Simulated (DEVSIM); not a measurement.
Device: Schottky contact on n-type Si, at 300 K.

```tsv
layer (left to right)	material	thickness (μm)	Nd (cm⁻³)	τn (s)	τp (s)
1	Si	18.0	5.7e16	0.00044	0.00044
```

Left contact: Schottky, work function 4.94 eV, emission velocity 2.5e6 cm/s. Right contact: ohmic. Voltage is applied to the left contact. Recombination: SRH at mid-gap. Mobility is constant in doping.

This is a model device: material constants are rounded textbook-type values typed into the input, and sizes, dopings and lifetimes were drawn at random. Values at 300 K.

| parameter | Si |
|---|---|
| gap (eV) | 1.124 |
| affinity (eV) | 4.05 |
| permittivity | 11.7 |
| Nc (cm⁻³) | 2.86e19 |
| Nv (cm⁻³) | 3.1e19 |
| μn (cm²/Vs) | 1417 |
| μp (cm²/Vs) | 470 |

Simulated with DEVSIM: 1D drift-diffusion, Boltzmann statistics, complete ionisation; no tunnelling, impact ionisation, image-force lowering or self-heating. Metal contacts follow the ideal Schottky-Mott rule: no Fermi-level pinning, no interface dipoles.

Tabulate band edges, carrier densities and field at -2.0 V on the left contact.

Energies count from the Fermi level of the right contact; mesh points crowd at the junctions.

```csv
x (μm),Ec (eV),Ev (eV),n (cm⁻³),p (cm⁻³),field (V/cm)
0.000,2.890,1.766,260,3.6e15,-220000
0.01679,2.536,1.412,280,4.1e9,-200000
0.04253,2.041,0.917,310,< 1e2,-180000
0.08898,1.296,0.172,410,< 1e2,-140000
0.2018,0.279,-0.845,5.9e14,< 1e2,-41000
0.3594,0.161,-0.963,5.7e16,< 1e2,-18
0.6009,0.161,-0.963,5.7e16,< 1e2,≈ 0
1.224,0.161,-0.963,5.7e16,110,≈ 0
2.096,0.161,-0.963,5.7e16,210,≈ 0
3.574,0.161,-0.963,5.7e16,380,≈ 0
5.841,0.161,-0.963,5.7e16,640,≈ 0
10.96,0.161,-0.963,5.7e16,1200,≈ 0
13.86,0.161,-0.963,5.7e16,1600,≈ 0
15.57,0.161,-0.963,5.7e16,1800,≈ 0
16.80,0.161,-0.963,5.7e16,1900,≈ 0
17.27,0.161,-0.963,5.7e16,2000,≈ 0
17.58,0.161,-0.963,5.7e16,2000,≈ 0
17.76,0.161,-0.963,5.7e16,2000,≈ 0
17.89,0.161,-0.963,5.7e16,2000,≈ 0
17.94,0.161,-0.963,5.7e16,2000,≈ 0
17.98,0.161,-0.963,5.7e16,2000,≈ 0
18.00,0.161,-0.963,5.7e16,2000,≈ 0
```
